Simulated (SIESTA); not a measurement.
Worked example: relaxation of cell and atoms of CsRuF6 (R-3m, 8 atoms in the cell) in SIESTA.

Method of the run: LDA PW92, numerical atomic orbitals TZP, PseudoDojo LDA standard norm-conserving potentials (rewritten from UPF to PSML) in SIESTA 5.4.2.

```yaml
crystal:
  lattice:
    - [4.05543, 2.34140, 2.68570]
    - [-4.05543, 2.34140, 2.68570]
    - [0.00000, -4.68280, 2.68570]
  atoms:
    - { symbol: Cs, position: [0.50000, 0.50000, 0.50000] }
    - { symbol: Ru, position: [0.00000, 0.00000, 0.00000], spin: 2.0 }
    - { symbol: F, position: [0.24876, 0.24876, 0.91853] }
    - { symbol: F, position: [0.75123, 0.75123, 0.08147] }
    - { symbol: F, position: [0.91853, 0.24876, 0.24876] }
    - { symbol: F, position: [0.08147, 0.75123, 0.75123] }
    - { symbol: F, position: [0.24876, 0.91853, 0.24876] }
    - { symbol: F, position: [0.75123, 0.08147, 0.75123] }
```
(The spins are starting values, not results.)

Reference input (self-consistent single point, DFT, LDA PW92, numerical atomic orbitals TZP, PseudoDojo LDA standard norm-conserving potentials (rewritten from UPF to PSML)): XC.functional = LDA; XC.authors = PW92; potentials = PseudoDojo LDA standard; PAO.BasisSize = TZP; PAO.EnergyShift = 0.005 Ry; MeshCutoff = 300 Ry; kgrid.MonkhorstPack = 3 3 3; OccupationFunction = FD; ElectronicTemperature = 0.05 eV; Spin = polarized; DM.InitSpin = [1 +0.00, 2 +2.00, 3 +0.00, 4 +0.00, 5 +0.00, 6 +0.00, 7 +0.00, 8 +0.00]; MaxSCFIterations = 150. This run's input differs from it in these lines:

```diff
@@ -59,2 +59,7 @@
 Diag.ParallelOverK           true
+MD.TypeOfRun                 Broyden
+MD.Steps                     40
+MD.MaxForceTol               0.02 eV/Ang
+MD.VariableCell              true
+MD.MaxStressTol              0.05 GPa
 WriteForces                  true
```

Log, with long lists cut:

```
        iscf     Eharris(eV)        E_KS(eV)     FreeEng(eV)     dDmax    Ef(eV) dHmax(eV)
   scf:    1    -7309.916986    -7372.304854    -7372.305626  1.258225 -2.758083 32.181142
     spin moment: {S} , |S| = {        0.0        0.0    2.99830 }     2.99830
   scf:    2    -7398.664565    -7386.349140    -7386.349531  0.255717 -4.662549 22.916293
     spin moment: {S} , |S| = {        0.0        0.0    2.99920 }     2.99920
   scf:    3    -7373.164460    -7395.352633    -7395.356730  0.310595 -8.154397 12.314652
     spin moment: {S} , |S| = {        0.0        0.0    2.98763 }     2.98763
   [... lines left out ...]
     spin moment: {S} , |S| = {        0.0        0.0    2.99992 }     2.99992
   scf:   13    -7401.158387    -7401.158385    -7401.158430  0.000046 -7.494815  0.004042
     spin moment: {S} , |S| = {        0.0        0.0    2.99992 }     2.99992
   scf:   14    -7401.158385    -7401.158385    -7401.158431  0.000034 -7.494472  0.000174
     spin moment: {S} , |S| = {        0.0        0.0    2.99992 }     2.99992
   scf:   15    -7401.158385    -7401.158385    -7401.158431  0.000001 -7.494487  0.000014
     spin moment: {S} , |S| = {        0.0        0.0    2.99992 }     2.99992
SCF Convergence by DM+H criterion
max |DM_out - DM_in|         :     0.0000008501
max |H_out - H_in|      (eV) :     0.0000136697
SCF cycle converged after 15 iterations

Using DM_out to compute the final energy and forces

siesta: E_KS(eV) =            -7401.1584

siesta: E_KS - E_eggbox =     -7401.1584

siesta: Atomic forces (eV/Ang):
     1   -0.000000    0.000000   -0.000000
     2    0.000000    0.000001   -0.000002
     3   -0.000000   -0.792571   -0.544065
     4    0.000000    0.792571    0.544066
     5    0.686385    0.396285   -0.544065
     6   -0.686386   -0.396286    0.544066
     7   -0.686385    0.396285   -0.544065
     8    0.686386   -0.396286    0.544066
   Tot    0.000000   -0.000000    0.000000
   Max    0.792571
   Res    0.480670    sqrt( Sum f_i^2 / 3N )
   Max    0.792571    constrained

   [... lines left out ...]
siesta: Pressure (static):        -65.05799474  kBar
siesta: Pressure (total):        -65.05799474  kBar
No target stress found, assuming hydrostatic MD.TargetPressure.
Target stress (kBar)
outcell: Cell volume (Ang**3)        :    127.3435
        iscf     Eharris(eV)        E_KS(eV)     FreeEng(eV)     dDmax    Ef(eV) dHmax(eV)
siesta: Pressure (static):          0.10553009  kBar
siesta: Pressure (total):          0.10553009  kBar
outcell: Cell volume (Ang**3)        :    127.3435
siesta: FreeEng =     -7401.559262
   [... lines left out ...]
     1     0.624790    8.375210    0.012270  Cs
     2     0.887231   15.112769    2.028904  Ru
     3    -0.252004    7.252004    0.159787  F
     4    -0.252004    7.252004    0.159787  F
     5    -0.252004    7.252004    0.159787  F
     6    -0.252003    7.252003    0.159787  F
     7    -0.252004    7.252004    0.159787  F
     8    -0.252003    7.252003    0.159787  F
 Total     0.000000                2.999896
```

The run converged. 

Summary of the result:
Free energy E − TS: -7401.5593 eV
Top of the valence band (on the code's own zero): -7.98 eV
Gap on the k-point mesh: 0.96 eV
Pressure: 0.01 GPa
Largest force (vector length): 0.002 eV/Å
Size of the cell's spin moment: 3.00 μB
Site moments (μB, in the program's spheres or projections): Cs 0.01, Ru 2.03, F 0.16, F 0.16, F 0.16, F 0.16, F 0.16, F 0.16
Final cell: a = b = c = 5.0815 Å, α = β = γ = 97.66°
Final volume per atom: 15.92 Å³
Relaxation steps: 16

The starting cell comes from a database of computed structures (which also holds hypothetical and non-ambient phases and stackings), without a prior relaxation at this level. Its lattice was rescaled by a random factor within 2.5 % of one. With one magnetic atom in the cell only a parallel order is possible. Values carry the incompleteness of an atom-centred basis. The basis of the alkali or alkaline-earth atoms may lack their empty d shell, which can raise the gap.

Cost on one core of a shared machine: roughly 10 min.
